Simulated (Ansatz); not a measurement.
Electronic density of states of amorphous Si₂₄O₄₇S, density 2.21 g/cm³, on a 2×2×2 Γ-centred mesh with a Gaussian width of 0.1 eV; energies count from the Fermi level, whose place inside the gap is arbitrary. Cell and mesh are small, so fine structure isn't converged. All values below come from PBE, scalar-relativistic without spin-orbit coupling (plane waves to 420 eV, PAW; Ansatz, an electronic-structure program). Sampling: a 2×2×2 Γ-centred mesh; Fermi-Dirac width 0.01 eV; collinear spin, started from moments on atoms (the moments died out). At PBE the levels at the filled edge of the gap are localised (band-tail or defect states), and the nearest spread-out levels lie 4.9 eV apart at the zone centre.

It comes from a melt-quench run on a machine-learned potential (CHGNet), relaxed afterwards by DFT. O atoms were pushed apart under 1.9 Å during the dynamics, to hinder bonds among them. The hot cell started wider than the set density and was brought back towards it in steps. It is the lowest in DFT energy of 2 quenches. It is a model cell: composition and starting density were chosen by hand, and all elements were melted together. No dispersion term was used. Its density started from a set value of 2.21 and ended at 2.21 g/cm³. The simulated quench (nominally 480 K/ps over its main leg) is rapid and tends to freeze in more defects than a deposited or slowly cooled glass has. Values belong to this one cell and scatter from quench to quench. The volume was held where the preparation left it, at a PBE pressure of 0.5 GPa. Stress components on the final sampling reach 2.9 GPa. Cycles of charging lowered its energy after that relaxation.

(E - EF (eV), states/(eV atom)): (-12.00, 0.18); (-11.90, 0.20); (-11.80, 0.24); (-11.70, 0.23); (-11.60, 0.19); (-11.50, 0.17); (-11.40, 0.23); (-11.30, 0.21); (-11.20, 0.17); (-11.10, 0.17); (-11.00, 0.19); (-10.90, 0.21); (-10.80, 0.18); (-10.70, 0.14); (-10.60, 0.18); (-10.50, 0.20); (-10.40, 0.18); (-10.30, 0.18); (-10.20, 0.23); (-10.10, 0.29); (-10.00, 0.31); (-9.90, 0.28); (-9.80, 0.28); (-9.70, 0.28); (-9.60, 0.29); (-9.50, 0.37); (-9.40, 0.45); (-9.30, 0.47); (-9.20, 0.52); (-9.10, 0.45); (-9.00, 0.41); (-8.90, 0.45); (-8.80, 0.44); (-8.70, 0.37); (-8.60, 0.32); (-8.50, 0.35); (-8.40, 0.37); (-8.30, 0.43); (-8.20, 0.37); (-8.10, 0.21); (-8.00, 0.23); (-7.90, 0.26); (-7.80, 0.31); (-7.70, 0.49); (-7.60, 0.54); (-7.50, 0.41); (-7.40, 0.33); (-7.30, 0.24); (-7.20, 0.22); (-7.10, 0.36); (-7.00, 0.47); (-6.90, 0.45); (-6.80, 0.42); (-6.70, 0.45); (-6.60, 0.55); (-6.50, 0.62); (-6.40, 0.68); (-6.30, 0.73); (-6.20, 0.74); (-6.10, 0.76); (-6.00, 0.77); (-5.90, 0.77); (-5.80, 0.80); (-5.70, 0.84); (-5.60, 0.86); (-5.50, 0.88); (-5.40, 0.86); (-5.30, 0.82); (-5.20, 0.80); (-5.10, 0.79); (-5.00, 0.80); (-4.90, 0.80); (-4.80, 0.83); (-4.70, 0.79); (-4.60, 0.70); (-4.50, 0.58); (-4.40, 0.51); (-4.30, 0.49); (-4.20, 0.46); (-4.10, 0.49); (-4.00, 0.54); (-3.90, 0.44); (-3.80, 0.36); (-3.70, 0.24); (-3.60, 0.17); (-3.50, 0.24); (-3.40, 0.13); (-3.30, 0.02); (-3.20, 0.00); (-3.10, 0.00); (-3.00, 0.02); (-2.90, 0.12); (-2.80, 0.12); (-2.70, 0.02); (-2.60, 0.00); (-2.50, 0.03); (-2.40, 0.13); (-2.30, 0.10); (-2.20, 0.01); (-2.10, 0.00); (-2.00, 0.00); (-1.90, 0.00); (-1.80, 0.00); (-1.70, 0.00); (-1.60, 0.00); (-1.50, 0.01); (-1.40, 0.07); (-1.30, 0.15); (-1.20, 0.15); (-1.10, 0.14); (-1.00, 0.04); (-0.90, 0.00); (-0.80, 0.00); (-0.70, 0.00); (-0.60, 0.00); (-0.50, 0.00); (-0.40, 0.00); (-0.30, 0.00); (-0.20, 0.00); (-0.10, 0.00); (0.00, 0.00); (0.10, 0.00); (0.20, 0.00); (0.30, 0.00); (0.40, 0.00); (0.50, 0.00); (0.60, 0.00); (0.70, 0.00); (0.80, 0.00); (0.90, 0.00); (1.00, 0.01); (1.10, 0.02); (1.20, 0.01); (1.30, 0.01); (1.40, 0.05); (1.50, 0.04); (1.60, 0.04); (1.70, 0.05); (1.80, 0.03); (1.90, 0.04); (2.00, 0.05); (2.10, 0.06); (2.20, 0.07); (2.30, 0.08); (2.40, 0.09); (2.50, 0.06); (2.60, 0.09); (2.70, 0.14); (2.80, 0.15); (2.90, 0.13); (3.00, 0.13); (3.10, 0.14); (3.20, 0.14); (3.30, 0.16); (3.40, 0.20); (3.50, 0.27); (3.60, 0.26); (3.70, 0.28); (3.80, 0.27); (3.90, 0.26); (4.00, 0.27); (4.10, 0.30); (4.20, 0.32); (4.30, 0.33); (4.40, 0.42); (4.50, 0.39); (4.60, 0.36); (4.70, 0.42); (4.80, 0.44); (4.90, 0.48); (5.00, 0.49)

The level gap on this mesh is 2.22 eV; the broadening fills part of it in the curve.
